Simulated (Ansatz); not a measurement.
We consider fluorite AuAl₂, described by r²SCAN+SOC (Ansatz, a first-principles code, plane waves, PAW).

Run with plane-wave cutoff 560 eV, 16×16×16 k mesh, Fermi–Dirac smearing 0.05 eV, PAW data made under PBE.

Energies at three volumes about the minimum:

```json
[
 {"V (Å³/atom)": "17.598", "E − E_lowest (meV/atom)": "2.82"},
 {"V (Å³/atom)": "17.957", "E − E_lowest (meV/atom)": "0.00"},
 {"V (Å³/atom)": "18.316", "E − E_lowest (meV/atom)": "2.61"}
]
```

Question: Fit a parabola by hand: where is the minimum, what lattice constant follows, and what is the bulk modulus?

Answer: Slopes: (0.00 − 2.82)/(17.957 − 17.598) = -7.855 and (2.61 − 0.00)/(18.316 − 17.957) = 7.270 meV/Å³. Curvature E″ = 2 × (7.270 − (-7.855))/(18.316 − 17.598) = 42.131 meV/Å⁶. From the middle of the first interval, the slope vanishes at V0 = 17.7775 − (-7.855)/42.131 = 17.964 Å³/atom. B = V0 E″ = 17.964 × 42.131 meV/Å³ × 0.1602 GPa per meV/Å³ = 121 GPa. With 12 atoms in the cube, a = (12 × 17.964)^(1/3) = 5.996 Å. The full Birch–Murnaghan fit to all volumes gives V0 = 17.957 Å³/atom and B0 = 121 GPa.
